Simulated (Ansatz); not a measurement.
The starting structures come from a database of crystals and need not be the phases stable at ambient conditions.

The decay constant κ of evanescent states in the gap governs leakage through a thin film.

Consider the following.

```
CELL_PARAMETERS angstrom
      7.60170     0.00000     0.00000
     -3.80085     9.46453     0.15594
      0.00000    -4.96456     4.64923
ATOMIC_POSITIONS crystal
  Nb 0.13315 0.26630 0.76551
  Nb 0.73370 0.86685 0.36605
  Nb 0.13315 0.86685 0.36605
  Te 0.00000 0.00000 0.19466
  I  0.82994 0.65989 0.42835
  I  0.34011 0.17006 0.93852
  I  0.82994 0.17006 0.93852
  I  0.50168 0.49832 0.77040
  I  0.50168 0.00337 0.27545
  I  0.99663 0.49832 0.77040
  I  0.33333 0.66667 0.38233
```

Space group of this cell: P3m1. The cell was relaxed by PBE-D3(BJ); by r2SCAN its mean pressure is 2.1 GPa.

Transport runs along the normal of the first two printed cell vectors, the (101) plane of the conventional cell.

The gap is the functional's own, uncorrected, and κ follows it; spin-orbit coupling is left out. Mid-gap values are interpolated between the computed energies.

**Question.** Estimate the band gap and the smallest decay constant κ at mid-gap that Ansatz (a quantum-chemistry and plane-wave program) with r2SCAN returns for this system.

**Answer.** Gap 0.63 eV on a 6×6×6 mesh; κ = 0.209 1/Å, at the zone centre.
